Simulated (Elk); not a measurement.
A self-consistent single point of FeNi3 (Pm-3m, 4 atoms in the cell) with Elk.

Method of the run: PBE, all-electron FP-LAPW, Elk's shipped species files, default APW+lo basis run with Elk.

The change in words: lattice scaled by 0.98. Reference geometry:
```yaml
crystal:
  lattice:
    - [3.51042, 0.00000, 0.00000]
    - [0.00000, 3.51042, 0.00000]
    - [0.00000, 0.00000, 3.51042]
  atoms:
    - { symbol: Fe, position: [0.00000, 0.00000, 0.00000], spin: 4.0 }
    - { symbol: Ni, position: [0.00000, 0.50000, 0.50000], spin: 2.0 }
    - { symbol: Ni, position: [0.50000, 0.00000, 0.50000], spin: 2.0 }
    - { symbol: Ni, position: [0.50000, 0.50000, 0.00000], spin: 2.0 }
```
(The spins are starting values, not results.)

Reference input (self-consistent single point, DFT, PBE, all-electron FP-LAPW, Elk's shipped species files, default APW+lo basis): xctype = 20; spinpol = true; swidth = 0.00367493 Ha; ngridk = 6 6 6; reducebf = 0.7; rmtscf = 0.92; maxscl = 100; bfcmt = [[0.0, 0.0, -1.0], [0.0, 0.0, -0.5], [0.0, 0.0, -0.5], [0.0, 0.0, -0.5]]. This run's input differs from it in these lines:

```diff
@@ -22,5 +22,5 @@
 avec
-    6.6337323824    0.0000000000    0.0000000000
-    0.0000000000    6.6337323824    0.0000000000
-    0.0000000000    0.0000000000    6.6337323824
+    6.5010584907    0.0000000000    0.0000000000
+    0.0000000000    6.5010584907    0.0000000000
+    0.0000000000    0.0000000000    6.5010584907
```

Output, abridged:

```
│ Self-consistent loop started │
│ Loop number : 1 │
 total energy                :     -5836.30727278
 total moment                :    5.959220632
│ Loop number : 2 │
 total energy                :     -5836.77335066
 total moment                :    5.951721409
RMS change in Kohn-Sham potential (target) :    2.455399529     (  0.1000000000E-05)
Absolute change in total energy (target)   :   0.4660778825     (  0.1000000000E-03)
│ Loop number : 3 │
 total energy                :     -5828.35069185
 total moment                :    5.513293370
RMS change in Kohn-Sham potential (target) :    1.768605760     (  0.1000000000E-05)
   [... lines left out ...]
│ Loop number : 22 │
 total energy                :     -5835.52350346
 total moment                :    4.770359009
RMS change in Kohn-Sham potential (target) :   0.1509913078E-05 (  0.1000000000E-05)
Absolute change in total energy (target)   :   0.4202236869E-04 (  0.1000000000E-03)
│ Loop number : 23 │
 total energy                :     -5835.52351158
 total moment                :    4.770330743
RMS change in Kohn-Sham potential (target) :   0.3976903800E-06 (  0.1000000000E-05)
Absolute change in total energy (target)   :   0.1862017871E-04 (  0.1000000000E-03)
Convergence targets achieved

│ Loop number : 24 │

Energies :
 Fermi                       :     0.355571983835
 xc effective B-field        :    -0.187358828671
 external B-field            :      0.00000000000
 total energy                :     -5835.52351888
 (external B-field energy excluded from total)

Density of states at Fermi energy :    76.60295354
 (states/Hartree/unit cell)

Estimated indirect band gap :   0.1350384270E-02
 from k-point     13 to k-point      1
Estimated direct band gap   :   0.9983597125E-02
 at k-point     13

Charges :
 core                        :    46.00000000
 valence                     :    64.00000000
 interstitial                :    4.195856698
 muffin-tins (core leakage)
  species :    1 (Fe)
   atom    1                 :    24.69525243     (  0.1411848416E-10)
  species :    2 (Ni)
   [... lines left out ...]

Moments :
 interstitial                :  -0.4484789132E-01
 muffin-tins
  species :    1 (Fe)
   atom    1                 :    2.776369665
  species :    2 (Ni)
   atom    1                 :   0.6795902593
   atom    2                 :   0.6795902593
   atom    3                 :   0.6795902593
 total in muffin-tins        :    4.815140443
 total moment                :    4.770292552

│ Self-consistent loop stopped │
```

The run converged in 24 iterations. The count includes the last loop, which Elk runs after its targets are met. Against the reference run the free energy goes up by 51.0 meV/atom and the size of the net moment moves little (1.21 to 1.19 μB/atom).

The starting cell comes from a database of computed structures (which also holds hypothetical and non-ambient phases and stackings), without a prior relaxation at this level. For this run, on top of that: lattice scaled by 0.98. The magnetic order is the one reached from the typed start; others were not searched systematically. Values depend on the basis (sphere radii, cutoffs, local orbitals), which need not be converged. The log's line on a gap gives a spacing of levels on this mesh, which the program prints for metals too.

Cost on one core of a shared machine: roughly 40 s.
